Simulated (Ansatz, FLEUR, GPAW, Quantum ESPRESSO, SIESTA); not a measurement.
**HfRu₃ (P6_3/mmc, 8 atoms in the cell) computed with different codes at matched settings**

Self-consistent single point, at a second geometry (lattice scaled by 0.98). First geometry:

```xyz
8
Lattice="5.6645 0.0000 0.0000 -2.8323 4.9056 0.0000 0.0000 0.0000 4.4593" Properties=species:S:1:pos:R:3 pbc="T T T"
Hf     2.8323     1.6352     1.1148
Hf     0.0000     3.2704     3.3445
Ru     1.3986     0.8075     3.3445
Ru     1.4337     4.0981     1.1148
Ru     0.0000     1.6149     1.1148
Ru     2.8323     3.2907     3.3445
Ru     4.2659     0.8075     3.3445
Ru    -1.4337     4.0981     1.1148
```

Shared settings, as Ansatz (a program for electronic structure) writes them: kpoints.mp_grid.grid = 4 4 5; scf.occupations.method = gaussian; scf.occupations.width = 0.0073 Ry. Potentials and cutoffs stand in the table.

```
code                                                                                                                                      model  ΔF from the first geometry (meV/atom)  pressure (GPa)  largest force (eV/Å)           cutoff
----------------  -----------------------------------------------------------------------------------------------------------------------------  -------------------------------------  --------------  --------------------  ---------------
Ansatz                                                                                                          PBEsol, PAW files made with PBE                                  -14.1            5.18                 0.001          30.9 Ry
GPAW                                                                                      PBEsol, GPAW PAW datasets PBEsol (made by gpaw-setup)                                  -13.8            5.16                 0.033           600 eV
SIESTA            GGA PBEsol, numerical atomic orbitals TZP, PseudoDojo PBEsol standard norm-conserving potentials (rewritten from UPF to PSML)                                   -9.8            6.48                 0.080      grid 350 Ry
Quantum ESPRESSO                                                                           PBEsol, SSSP 1.1.2 efficiency (PBE) pseudopotentials                                  -12.9            5.48                 0.002            60 Ry
FLEUR                                                                           PBEsol, all-electron FLAPW (FLEUR), scalar-relativistic valence                                      –               –                 0.003  Kmax 4.1 1/bohr
```

A dash marks a value that a program does not give, or that is left out as unsure.

On Ansatz's run: spin-orbit coupling is off. Spin polarisation is off.

The spread over the programs that give each value: ΔF from the first geometry within 4.3 meV/atom; pressure within 1.32 GPa; largest force within 0.079 eV/Å.

SIESTA uses small atom-centred bases, whose incompleteness enters pressures, forces and empty levels differently from a plane-wave cutoff. FLEUR treats all electrons, but the usual bases taken here (sphere radii, linearisation, local orbitals, empty states) were not tested for convergence, so the values are no reference for the others. Ansatz's pressure is given at a fixed set of plane waves, as the other plane-wave codes print theirs; with its correction for the finite basis it is 5.36 GPa. In the pressure, SIESTA (by 1.30) lies more than 1 GPa from the median of the plane-wave programs. In the force vectors, SIESTA (by 0.082) lies more than 0.08 eV/Å from the median of the plane-wave programs.

The starting cell comes from a database of computed structures (which also holds hypothetical and non-ambient phases and stackings), without a prior relaxation at this level. For this run, on top of that: lattice scaled by 0.98.

Left out of this page: Elk (not drawn, or without a comparable value).

Keys are those of Ansatz 0.2.
